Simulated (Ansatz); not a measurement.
Base system: MgO in the rock salt structure (space group Fm-3m, No. 225).

MgO is modelled in the cubic space group Fm-3m (No. 225), the rock salt structure, Pearson symbol cF8. Lattice parameters: a = 4.214 Å, b = 4.214 Å, c = 4.214 Å, α = 90.00°, β = 90.00°, γ = 90.00°. O on 4a has 6 Mg at 2.107 Å (octahedral). Mg on 4b is surrounded by 6 O at 2.107 Å (octahedral). (Neighbours: up to the widest gap in distance over summed covalent radii, below 1.35, at either atom; cation-cation and far metal-metal contacts left out.)
(The calculation used a cell of 2 atoms; values per cell refer to that cell.)

Levels (all Ansatz, a program for electronic structure, PAW): PBEsol (420 eV, no SOC); HSE06+SOC (420 eV, noncollinear with spin-orbit coupling).

The geometry is relaxed with PBEsol.

| Item | Result |
|---|---|
| PBEsol lowest conduction level above the VBM at special points | Γ 4.62 eV; L 7.74 eV; X 8.95 eV |
| PBEsol valence-band top at Γ | 0.00, 0.00, 0.00 eV |

With HSE06+SOC at the same geometry, the lowest conduction level above the VBM at special points changes from Γ 4.62 eV; L 7.74 eV; X 8.95 eV to Γ 6.45 eV; L 9.67 eV; X 10.85 eV; the valence-band top at Γ (three highest Kramers pairs, from the VBM) changes from 0.00, 0.00, 0.00 eV to 0.00, 0.00, -0.04 eV. The threefold valence maximum splits by Δso ≈ 42 meV.

Single points use the geometry relaxed with PBEsol. The spin-orbit shifts are approximate. No phonon test of stability was made.
